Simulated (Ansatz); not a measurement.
Given:

```yaml
crystal:
  lattice:
    - [0.00000, 1.84466, 1.84466]
    - [1.84466, 0.00000, 1.84466]
    - [1.84466, 1.84466, 0.00000]
  atoms:
    - { symbol: F, position: [0.00000, 0.00000, 0.00000] }
    - { symbol: Li, position: [0.50000, 0.50000, 0.50000] }
```

No spin polarisation.

Computed with plane-wave PAW DFT at the r2SCAN level (Ansatz, a first-principles code, 500 eV), no spin-orbit coupling. Settings: 14×14×14 k-points, 0.05 eV Fermi–Dirac smearing.

Q: Estimate the electron mass.

A: 1.1 mₑ (at Γ).

Q: Predict the band gap.

A: 12.97 eV.

Q: Estimate the gap character.

A: Direct at Γ.

Q: What width of the top valence band does the calculation give?

A: 1.48 eV.

Load acts through the strain it causes; cell and atoms are relaxed under it. Masses are band curvatures over ±0.01 Å⁻¹ around the edge. Stability against distortions was not tested. No other phases were tried under pressure. The cell was made from LiF in the rock salt structure (space group Fm-3m, No. 225) by this change: pressure 30 GPa.
